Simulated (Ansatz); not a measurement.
Ge₂Sb₂TeSe₄ (model structure, P-3m1, No. 164, 9 atoms in the cell), treated with r²SCAN+SOC in Ansatz (plane waves, PAW).

Numerical settings: plane-wave cutoff 560 eV, 18×18×4 k mesh (along the axes of the cell as run), Fermi–Dirac smearing 0.05 eV, PAW data made under PBE.

Cell (relaxed with PBE-D3(BJ)):

Space group P-3m1 (No. 164); a = b = 4.009 Å, c = 16.873 Å, α = β = 90.00°, γ = 120.00°

```tsv
atom	site	symmetry	x	y	z
Ge	2c	3m.	0.0000	0.0000	0.3478
Sb	2d	3m.	0.3333	0.6667	0.1241
Te	1a	-3m.	0.0000	0.0000	0.0000
Se	2d	3m.	0.6667	0.3333	0.2174
Se	2d	3m.	0.3333	0.6667	0.4237
```

**Question.** Estimate the band gap, smallest direct gap on the k points sampled and Γ–Γ gap that the calculation returns.

**Answer.** 
- band gap: 0.02 eV (under three smearing widths, so not firm)
- smallest direct gap on the k points sampled: 0.20 eV
- Γ–Γ gap: 0.52 eV

Note: the relaxation could raise the start's symmetry but not lower it, so the cell can be a saddle point; cell and atoms aren't relaxed at this level (largest force component 0.37 eV/Å, pressure 0.6 GPa).

Static lattice: no zero-point or thermal effects.

A model structure was made by putting elements into a prototype or built by hand; it is no filed structure, need not be a known phase, and can be a saddle point held by its symmetry.

Ansatz is a first-principles code.
